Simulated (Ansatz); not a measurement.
## Ansatz run on LuB2Ru3 (P6/mmm, 6 atoms in the cell): self-consistent single point

Method: LDA (PW92), default PAW files made with PBE (plane waves; Ansatz, a program for electronic structure).

The input file:

Ansatz 0.2 input:
```yaml
# LuB2Ru3
crystal:
  lattice:
    - [5.438790, 0.000000, 0.000000]
    - [-2.719395, 4.710130, 0.000000]
    - [0.000000, 0.000000, 3.010590]
  atoms:
    - { symbol: Lu, position: [0.000000, 0.000000, 0.000000] }
    - { symbol: B, position: [0.666667, 0.333333, 0.000000] }
    - { symbol: B, position: [0.333333, 0.666667, 0.000000] }
    - { symbol: Ru, position: [0.500000, 0.000000, 0.500000] }
    - { symbol: Ru, position: [0.500000, 0.500000, 0.500000] }
    - { symbol: Ru, position: [0.000000, 0.500000, 0.500000] }
kpoints:
  mp_grid:
    grid: [6, 6, 9]
hamiltonian:
  xc: lda
  pseudopotentials:
    kind: paw
scf:
  occupations:
    method: gaussian
    width: 0.272 eV
output:
  forces: true
  eigenvalues: true
  stress: true
```

Log, with long lists cut:

```
WARN the atoms were moved onto the symmetric positions of the space group found under crystal.symmetry.tolerance 1.0e-5 (fractional …
WARN basis.ecutwfc = 420 eV, the default
WARN ansatz: RAYON_NUM_THREADS=1 ignored (pool sized by the plan → 1); use --threads N
Pseudopotentials: kind: paw
Pseudopotential: Lu, paw, valence charge 25
Pseudopotential: B, paw, valence charge 3
Pseudopotential: Ru, paw, valence charge 16
Crystal: 6 atoms, lattice volume = 77.124 Å³
Basis set: ecut = 420 eV, 1517 PW (Γ)
Bands: 48, of which v1, the nominal top of the filled ones, is band 40 counted from 1 (39 counted from 0)
Symmetry: 24 space group operations
Space group: P6/mmm (ITA 191), of the structure as read, at distance tolerance 4.3e-5 Å
k-points: 35 of 324
PAW frozen core: Lu, regenerated for the run's functional, and the local potential with it
PAW frozen core: B, regenerated for the run's functional, and the local potential with it
PAW frozen core: Ru, regenerated for the run's functional, and the local potential with it
Initial density: superposition of atomic densities (neutral atoms: chi_scale 0, normalization atom), corrected by the library's trained network
Initial wavefunctions: pseudopotential atomic-orbital guess
Eigensolver: davidson
Functional: x = slater, c = lda
SCF iter   1: F=—  HF=-32070.210998 eV  |F-HF|=—  |Δ(HF+E_count)|=         —  Δρ=7.82e-3  dr2=7.13e-2  ethr=1.77e-3  ⟨swp⟩=5.6  Hψ=6779  notcnv=0
all-band conjugate gradients solve this SCF's bands
preconditioner: auto → Kerker (q_TF=auto, 2.739 Å⁻¹)
SCF iter   2: F=—  HF=-32070.198461 eV  |F-HF|=—  |Δ(HF+E_count)|=   1.25e-2  Δρ=3.91e-3  dr2=2.08e-2  ethr=9.02e-5  ⟨swp⟩=2.1  Hψ=3379  notcnv=0  defer=1
SCF iter   3: F=—  HF=-32070.197882 eV  |F-HF|=—  |Δ(HF+E_count)|=   5.79e-4  Δρ=1.85e-3  dr2=4.64e-3  ethr=2.63e-5  ⟨swp⟩=2.0  Hψ=2630  notcnv=0  defer=1
SCF iter   4: F=—  HF=-32070.195240 eV  |F-HF|=—  |Δ(HF+E_count)|=   2.64e-3  Δρ=1.01e-3  dr2=1.16e-3  ethr=5.87e-6  ⟨swp⟩=3.0  Hψ=3146  notcnv=0  defer=1
SCF iter   5: F=—  HF=-32070.194948 eV  |F-HF|=—  |Δ(HF+E_count)|=   2.92e-4  Δρ=3.49e-4  dr2=1.22e-4  ethr=1.47e-6  ⟨swp⟩=2.2  Hψ=3298  notcnv=0  defer=1
SCF iter   6: F=—  HF=-32070.194930 eV  |F-HF|=—  |Δ(HF+E_count)|=   1.78e-5  Δρ=1.24e-4  dr2=4.50e-6  ethr=1.54e-7  ⟨swp⟩=2.1  Hψ=2822  notcnv=0  defer=1
SCF iter   7: F=—  HF=-32070.194929 eV  |F-HF|=—  |Δ(HF+E_count)|=   1.02e-6  Δρ=1.33e-5  dr2=8.86e-8  ethr=1.27e-10  ⟨swp⟩=12.4  Hψ=13299  notcnv=0
SCF iter   8: F=-32070.194929 eV  HF=-32070.194929 eV  |F-HF|=3.64e-9  |Δ(HF+E_count)|=   1.63e-8  Δρ=3.20e-6  dr2=7.78e-9  ethr=1.12e-10  ⟨swp⟩=3.9  Hψ=8294  notcnv=0
SCF 1 converged in 8 iterations: F = -32070.194929 eV  dr2 = 7.78e-9
SCF converged after 8 iterations
Free energy (F): -32070.194929 eV
Harris-Foulkes:  -32070.194929 eV  (|F-HF|=3.64e-9)
Internal energy: -32070.053460 eV  (E = F + TS)
E sigma→0 (E₀):  -32070.124194 eV
Entropy (-TS):   -0.141469 eV (-23.578 meV/atom)
Fermi energy:    18.885961 eV
--- Per-component energies (eV) ---
  E_band       = -144.316679
  E_kinetic    = 2062.970793
  E_local      = -10563.832823  (includes V_loc(G=0)·N_el)
  E_nonlocal   = 1658.847122
  E_hartree    = 4043.951812
  E_xc         = -851.075800
  E_vxc        = -1053.535034  (∫ρ·V_xc dr)
  E_paw        = -17306.175023  (= ΣΔE_a)
  E_vpaw       = -336.667351  (= ΣTr[D̂ρ^β])
  E_aug_tail   = -0.000682  (compensation charges beyond the density's cutoff)
  E_ewald      = -11118.864219
  E_core_change = 4.125358  (= ΣΔE_core)
  E_smearing   = -0.141469  (= −TS)
  E_closure    = 0.000000  (closes the sum)
  Σ components = -32070.194929   (vs F -32070.194929, Δ=0.00e0)
--- Forces (eV/Å), atoms counted from 1 ---
  atom   1  Lu    -0.00000000    -0.00000000     0.00000000
   [... zero for the other atoms too ...]
  max |Σ_I F_I| component: 4.63e-18 eV/Å
--- Stress (GPa, compression-positive) ---
       -7.884053       0.000000       0.000000
       -0.000000      -7.884053       0.000000
        0.000000       0.000000      -9.977681
  P = ⅓ Tr σ = -8.5819 GPa (-85.819 kbar)
  The stress holds the Pulay correction. Without it, at fixed plane waves, as pw.x and ABINIT print it: P = -8.6703 GPa
--- Band table (eV; the first three rows and the last of 35) ---
  k-point 0: bands = ["-53.3905", "-53.3103", "-53.3103", "-36.6581", "-24.0624", "-23.5502", "-23.5502", "-23.4313", "-23.3441", "-23.3441", "-23.1667", "-23.1667", "-23.0244", "-7.3252", "-7.3252", "-7.0456", "8.5616", "12.9425", "12.9425", [...]
  k-point 1: bands = ["-53.3888", "-53.3086", "-53.3086", "-36.6512", "-24.0594", "-23.5473", "-23.5473", "-23.4558", "-23.3669", "-23.3669", "-23.1646", "-23.1646", "-23.0227", "-7.3135", "-7.3135", "-7.1631", "8.7832", "12.3636", "13.2027", [...]
  k-point 2: bands = ["-53.3843", "-53.3043", "-53.3043", "-36.6337", "-24.0517", "-23.5399", "-23.5399", "-23.5175", "-23.4244", "-23.4244", "-23.1594", "-23.1594", "-23.0182", "-7.4507", "-7.2839", "-7.2839", "9.4032", "11.3727", "13.5958", [...]
  k-point 34: bands = ["-53.3362", "-53.3362", "-53.2962", "-36.6005", "-23.7455", "-23.7455", "-23.5824", "-23.5824", "-23.5311", "-23.4220", "-23.2581", "-23.1224", "-23.1224", "-7.9478", "-7.2222", "-7.2222", "11.1856", "11.1856", "13.5127", [...]
```

The run converged in 8 iterations.

The starting cell comes from a database of computed structures (which also holds hypothetical and non-ambient phases and stackings), without a prior relaxation at this level. Spin-orbit coupling is off. Spin polarisation is off. With a pressure of about -9 GPa the cell is away from its equilibrium volume at this level. Ansatz's pressure includes its estimate of the finite-basis (Pulay) stress.
